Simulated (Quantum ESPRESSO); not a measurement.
Quantum ESPRESSO run on LiSi3 (I4/mmm, 4 atoms in the cell): zone-centre phonon calculation.

Method: LDA (PZ), GBRV 1.5 ultrasoft (LDA) pseudopotentials (plane waves; Quantum ESPRESSO 7.5).

```yaml
crystal:
  lattice:
    - [-1.87034, 1.87034, 4.01569]
    - [1.87034, -1.87034, 4.01569]
    - [1.87034, 1.87034, -4.01569]
  atoms:
    - { symbol: Li, position: [0.00000, 0.00000, 0.00000] }
    - { symbol: Si, position: [0.75000, 0.25000, 0.50000] }
    - { symbol: Si, position: [0.25000, 0.75000, 0.50000] }
    - { symbol: Si, position: [0.50000, 0.50000, 0.00000] }
```

Reference input (self-consistent single point, DFT, LDA (PZ), plane waves, GBRV 1.5 ultrasoft (LDA) pseudopotentials): ecutwfc = 40 Ry; ecutrho = 200 Ry; occupations = smearing; smearing = marzari-vanderbilt; degauss = 0.0147 Ry; potentials = {Li: li_lda_v1.4.uspp.F.UPF, Si: si_lda_v1.uspp.F.UPF}; K_POINTS = automatic 16 16 16 0 0 0; conv_thr = 1e-09 Ry; mixing_beta = 0.5. This run's input differs from it in these lines:

```diff
@@ -35,3 +35,3 @@
 K_POINTS automatic
-16 16 16  0 0 0
+10 10 10  0 0 0
```

Step 2 (ph.x):

```fortran
phonons at the zone centre
&inputph
 prefix = 'LiSi3'
 outdir = './work'
 tr2_ph = 1.0d-14
 fildyn = 'dyn.G'
/
0.0 0.0 0.0
```

Step 3 (dynmat.x):

```fortran
&input
 fildyn = 'dyn.G'
 asr = 'crystal'
/
```

Output (repeated stretches shortened):

Output of step 1:

```
     Self-consistent Calculation

     iteration #  1     ecut=    40.00 Ry     beta= 0.50

     Threshold (ethr) on eigenvalues was too large:
     Diagonalizing with lowered threshold

     total energy              =     -43.15359285 Ry
     estimated scf accuracy    <       0.02660589 Ry

     iteration #  2     ecut=    40.00 Ry     beta= 0.50

     total energy              =     -43.15296815 Ry
     estimated scf accuracy    <       0.00457318 Ry

     iteration #  3     ecut=    40.00 Ry     beta= 0.50

     total energy              =     -43.15338894 Ry
     estimated scf accuracy    <       0.00030224 Ry

   [... 2 blocks of this kind left out ...]

     iteration #  6     ecut=    40.00 Ry     beta= 0.50

     total energy              =     -43.15357806 Ry
     estimated scf accuracy    <       0.00000004 Ry

     iteration #  7     ecut=    40.00 Ry     beta= 0.50
     End of self-consistent calculation

     Number of k-points >= 100: set verbosity='high' to print the bands.

     the Fermi energy is     8.6856 ev

!    total energy              =     -43.15357809 Ry
     estimated scf accuracy    <          8.9E-10 Ry
     smearing contrib. (-TS)   =       0.00019328 Ry
     internal energy E=F+TS    =     -43.15377137 Ry

     convergence has been achieved in   7 iterations

     Forces acting on atoms (cartesian axes, Ry/au):

     atom    1 type  1   force =     0.00000000    0.00000000    0.00000000
   [... zero for the other atoms too ...]

     Total force =     0.000000     Total SCF correction =     0.000000

          total   stress  (Ry/bohr**3)                   (kbar)     P=      -29.60
  -0.00017637   0.00000000  -0.00000000          -25.95        0.00       -0.00
  -0.00000000  -0.00017637   0.00000000           -0.00      -25.95        0.00
  -0.00000000   0.00000000  -0.00025095           -0.00        0.00      -36.92

   JOB DONE.
```

Output of step 2:

```
     Reading xml data from directory:

     ./work/LiSi3.save/

     G-vector sticks info
     --------------------
     sticks:   dense  smooth     PW     G-vecs:    dense   smooth      PW
     Sum        1213     967    355                18131    12923    2883

     Reading collected, re-writing distributed wavefunctions in ./work/

     Number and degeneracy of irreps per q-point
       N         xq(1)         xq(2)         xq(3)   N irreps
       1   0.000000000   0.000000000   0.000000000       8
        1   2   1   1   1   2   2   2

     Calculation of q =    0.0000000   0.0000000   0.0000000

     phonons at the zone centre

     bravais-lattice index     =            0
     lattice parameter (alat)  =       9.0868  a.u.
   [... lines left out ...]
     There are    8 irreducible representations

     Representation     1      1 modes -  To be done

     Representation     2      2 modes -  To be done

     Representation     3      1 modes -  To be done

     Representation     4      1 modes -  To be done

     Representation     5      1 modes -  To be done

     Representation     6      2 modes -  To be done

     Representation     7      2 modes -  To be done

     Representation     8      2 modes -  To be done

     Alpha used in Ewald sum =   2.0000
     Representation #   1 mode #   1

     Self-consistent Calculation

      iter #   1   av.it.:   5.5
      thresh= 1.000E-02 alpha_mix =  0.700 |ddv_scf|^2 =  1.194E-07

      iter #   2   av.it.:  12.9
      thresh= 3.455E-05 alpha_mix =  0.700 |ddv_scf|^2 =  1.054E-08

   [... 2 blocks of this kind left out ...]

      iter #   5   av.it.:  13.0
      thresh= 1.302E-07 alpha_mix =  0.700 |ddv_scf|^2 =  1.985E-15
     End of self-consistent calculation

     Convergence has been achieved

     Representation #   2 modes #   2   3

     Self-consistent Calculation

      iter #   1   av.it.:   5.9
      thresh= 1.000E-02 alpha_mix =  0.700 |ddv_scf|^2 =  8.750E-08

      iter #   2   av.it.:  14.6
      thresh= 2.958E-05 alpha_mix =  0.700 |ddv_scf|^2 =  1.644E-08

   [... 2 blocks of this kind left out ...]

      iter #   5   av.it.:  15.2
      thresh= 2.879E-08 alpha_mix =  0.700 |ddv_scf|^2 =  1.040E-15

     End of self-consistent calculation

     Convergence has been achieved

   [... 5 blocks of this kind left out ...]

     Representation #   8 modes #  11  12

     Self-consistent Calculation

      iter #   1   av.it.:   5.6
      thresh= 1.000E-02 alpha_mix =  0.700 |ddv_scf|^2 =  1.468E-07

      iter #   2   av.it.:  14.8
   [... lines left out ...]

     freq (   1-   1) =        -13.1  [cm-1]   --> A_2u X_4' M_4'  I
     freq (   2-   3) =         -8.4  [cm-1]   --> E_u  X_5' M_5'  I
     freq (   4-   5) =         88.9  [cm-1]   --> E_u  X_5' M_5'  I
     freq (   6-   6) =        176.3  [cm-1]   --> A_2u X_4' M_4'  I
     freq (   7-   7) =        185.0  [cm-1]   --> B_1g X_2  M_2   R
     freq (   8-   9) =        203.2  [cm-1]   --> E_g  X_5  M_5   R
     freq (  10-  10) =        346.9  [cm-1]   --> A_2u X_4' M_4'  I
     freq (  11-  12) =        353.9  [cm-1]   --> E_u  X_5' M_5'  I
   JOB DONE.
```

Output of step 3:

```
     diagonalizing the dynamical matrix ...

 q =      0.00000000     0.00000000     0.00000000
 **************************************************************************
     freq (    1) =      -0.000000 [THz] =      -0.000005 [cm-1]
 ( -0.016869   0.000000    -0.491596   0.000000     0.089717   0.000000   )
 ( -0.016869   0.000000    -0.491596   0.000000     0.089717   0.000000   )
 ( -0.016869   0.000000    -0.491596   0.000000     0.089717   0.000000   )
 ( -0.016869   0.000000    -0.491596   0.000000     0.089717   0.000000   )
     freq (    2) =      -0.000000 [THz] =      -0.000002 [cm-1]
 ( -0.096656   0.000000     0.091283   0.000000     0.482001   0.000000   )
 ( -0.096656   0.000000     0.091283   0.000000     0.482001   0.000000   )
   [... lines left out ...]
 ( -0.159968   0.000000     0.146357  -0.000000    -0.000000   0.000000   )
     freq (   12) =      10.613346 [THz] =     354.023108 [cm-1]
 (  0.658862  -0.000000     0.720135   0.000000    -0.000000   0.000000   )
 ( -0.008226   0.000000    -0.008991   0.000000    -0.000000   0.000000   )
 ( -0.008226   0.000000    -0.008991   0.000000     0.000000  -0.000000   )
 ( -0.146357   0.000000    -0.159968   0.000000    -0.000000   0.000000   )
 **************************************************************************
```

The run converged in 7 iterations. 

Summary of the result:
| Property | Value |
|---|---|
| Free energy E − TS | -587.1343 eV |
| Fermi level (on the code's own zero) | 8.69 eV |
| Pressure | -2.96 GPa |
| Zone-centre frequencies (cm⁻¹; negative means imaginary) | 0, 0, 0, 89, 89, 176, 185, 203, 203, 347, 354, 354 |

The starting cell comes from a database of computed structures (which also holds hypothetical and non-ambient phases and stackings), without a prior relaxation at this level. Its lattice was rescaled by a random factor within 2.5 % of one.
